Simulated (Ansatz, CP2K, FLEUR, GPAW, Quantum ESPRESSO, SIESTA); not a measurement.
## One structure in several programs: ZnS (P6_3mc, 8 atoms in the cell)

Self-consistent single point.

```
ZnS
1.0
    3.80895     0.00000     0.00000
   -1.90447     3.29865     0.00000
    0.00000     0.00000    12.45260
Zn S
4 4
Direct
  0.66667   0.33333   0.74993
  0.33333   0.66667   0.24993
  0.00000   0.00000   0.50000
  0.00000   0.00000   0.00000
  0.66667   0.33333   0.93773
  0.33333   0.66667   0.43773
  0.00000   0.00000   0.68734
  0.00000   0.00000   0.18734
```

All programs got the same cell, k-point mesh and kind of occupations (some realise fixed ones as a very narrow smearing) (in Ansatz's words: kpoints.mp_grid.grid = 7 7 2; scf.occupations.method = fixed); potentials, basis and cutoffs are each program's usual ones.

| code | model | pressure (GPa) | largest force (eV/Å) | gap on the mesh (eV) | k-points | cutoff |
|---|---|---|---|---|---|---|
| SIESTA | GGA PBE, numerical atomic orbitals DZP, PseudoDojo PBE standard norm-conserving potentials (rewritten from UPF to PSML) | 0.78 | 0.026 | 2.596 | 53 | grid 350 Ry |
| Quantum ESPRESSO | PBE, GBRV 1.5 ultrasoft (PBE) pseudopotentials | 2.10 | 0.013 | 2.182 | 16 | 50 Ry |
| GPAW | PBE, GPAW PAW datasets PBE (gpaw-data 1.0.1) | 2.37 | 0.014 | 2.179 | 16 | 800 eV |
| FLEUR | PBE, all-electron FLAPW (FLEUR), scalar-relativistic valence | – | – | 2.187 | 16 | Kmax 4 1/bohr |
| CP2K | PBE, GPW, DZVP-MOLOPT-SR-GTH basis, GTH-PBE potentials (GTH_POTENTIALS) | 2.65 | 0.015 | 2.168 | 50 | grid 600 Ry |
| Ansatz | PBE, default PAW files | 2.23 | 0.013 | 2.186 | 16 | 420 eV |

Size of the force on each atom (eV/Å): Sizes of forces hide their directions.

| code | Zn1 | Zn2 | Zn3 | Zn4 | S5 | S6 | S7 | S8 |
|---|---|---|---|---|---|---|---|---|
| SIESTA | 0.023 | 0.023 | 0.016 | 0.016 | 0.017 | 0.017 | 0.026 | 0.026 |
| Quantum ESPRESSO | 0.012 | 0.012 | 0.008 | 0.008 | 0.013 | 0.013 | 0.007 | 0.007 |
| GPAW | 0.012 | 0.012 | 0.008 | 0.008 | 0.014 | 0.014 | 0.007 | 0.007 |
| CP2K | 0.009 | 0.009 | 0.012 | 0.012 | 0.015 | 0.015 | 0.011 | 0.011 |
| Ansatz | 0.012 | 0.012 | 0.009 | 0.009 | 0.013 | 0.013 | 0.007 | 0.007 |

A dash marks a value that a program does not give, or that is left out as unsure.

Gaps are read on the mesh.

The spread over the programs that give each value: pressure within 1.87 GPa; largest force within 0.013 eV/Å; gap on the mesh within 0.428 eV.

The starting cell comes from a database of computed structures (which also holds hypothetical and non-ambient phases and stackings), without a prior relaxation at this level.

Task: Why do the programs differ, and what cannot be compared?

Result: Differences of this kind can come from the potentials, where these differ, and from what each basis and cutoff leave unconverged. The valence holds different numbers of electrons (SIESTA 104, Quantum ESPRESSO 104, GPAW 72, FLEUR 72, CP2K 72, Ansatz (a program for electronic structure) 72). The zero of total energies and Fermi levels follows the potentials and each program's conventions, so they are not compared here. SIESTA and CP2K use small atom-centred bases, whose incompleteness enters pressures, forces and empty levels differently from a plane-wave cutoff. FLEUR treats all electrons, but the usual bases taken here (sphere radii, linearisation, local orbitals, empty states) were not tested for convergence, so the values are no reference for the others. Ansatz's pressure is given at a fixed set of plane waves, as the other plane-wave codes print theirs; with its correction for the finite basis it is 2.30 GPa. The programs reduce the same mesh by symmetry to different extents, which changes the work and not the result. In the pressure, SIESTA (by 1.45) lies more than 1 GPa from the median of the plane-wave programs. In the gap, SIESTA (by 0.414) lies more than 0.12 eV from the median of the plane-wave programs.

Left out of this page: ABINIT (stopped by limits of time or memory).

Keys are those of Ansatz 0.2.
